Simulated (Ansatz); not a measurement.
An Ansatz (a first-principles code) input (PBE in Ansatz (plane waves to 420 eV, PAW, no SOC), earlier PAW set):

Ansatz 0.2 input:
```yaml
crystal:
  lattice:
    - [5.3138715997, 0, 0]
    - [0, 3.3502695996, 0]
    - [0, 0, 5.6235534878]
  atoms:
    - { symbol: Ni, position: [0.5079110466, 0.25, 0.6882446118] }
    - { symbol: Ni, position: [0.0079110466, 0.25, 0.8117553882] }
    - { symbol: Ni, position: [0.4920889534, 0.75, 0.3117553882] }
    - { symbol: Ni, position: [0.9920889534, 0.75, 0.1882446118] }
    - { symbol: Si, position: [0.6792474707, 0.25, 0.0827720496] }
    - { symbol: Si, position: [0.1792474707, 0.25, 0.4172279504] }
    - { symbol: Si, position: [0.3207525293, 0.75, 0.9172279504] }
    - { symbol: Si, position: [0.8207525293, 0.75, 0.5827720496] }
basis: { ecutwfc: 420, ecutrho_ratio: 4, xc_grid: 2, fft_grid_basis: typed }
kpoints: { mp_grid: { grid: [9, 14, 8] } }
hamiltonian:
  xc: pbe
  dispersion: none
  pseudopotentials: { azcp: { folder: ./paw }, kind: paw }
scf: { occupations: { method: fermi_dirac, width: 0.05 }, convergence: { dr2_threshold: 0.0000000008 } }
relax: { f_tol: 0.005, max_steps: 50 }
output: { forces: true, stress: true }
checkpoint: { write: state.ck, write_every: 1000 }
```

Question: Which symmetry and how many k-points will the program report, and about how many plane waves at Γ?

Answer: Space group Pnma (ITA 62) with 8 operations, k-points 200 of 1008, and 1957 plane waves at Γ.

Question: And the final pressure?

Answer: -3.84 GPa (compression positive).

The cells carry an imposed strain or load. Whether these cells are dynamically stable was not tested. The final runs are not spin-polarised. The cell was made from NiSi (space group Pnma, No. 62; non-magnetic) by this change: uniaxial strain ε_xx = +2.39 %.
